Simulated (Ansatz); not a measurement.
Consider the following.

```xyz
8
Lattice="4.1713 0.0000 0.0000 0.0000 4.3769 0.0000 0.0000 0.0000 11.4902" Properties=species:S:1:pos:R:3 pbc="T T T"
Sn     1.0428     2.5976     7.1015
Sn     3.1285     1.7794     4.3887
Sn     3.1285     0.4091    10.1338
Sn     1.0428     3.9678     1.3564
Se     3.1285     2.0891     1.6411
Se     1.0428     2.2878     9.8492
Se     1.0428     4.2776     4.1041
Se     3.1285     0.0993     7.3862
```

The cell was relaxed by PBE-D3(BJ); by r2SCAN it stands under a pressure of 1.2 GPa.

Transport runs along the normal of the first two printed cell vectors.

The gap is the functional's own. No spin-orbit coupling. Mid-gap values are those at the computed energy nearest the middle.

### Question
Give the band gap and the smallest decay constant κ at mid-gap that r2SCAN run with Ansatz (a first-principles code) yields.

### Answer
Gap 0.75 eV on a 8×8×4 mesh; κ = 0.072 1/Å, at the zone centre.
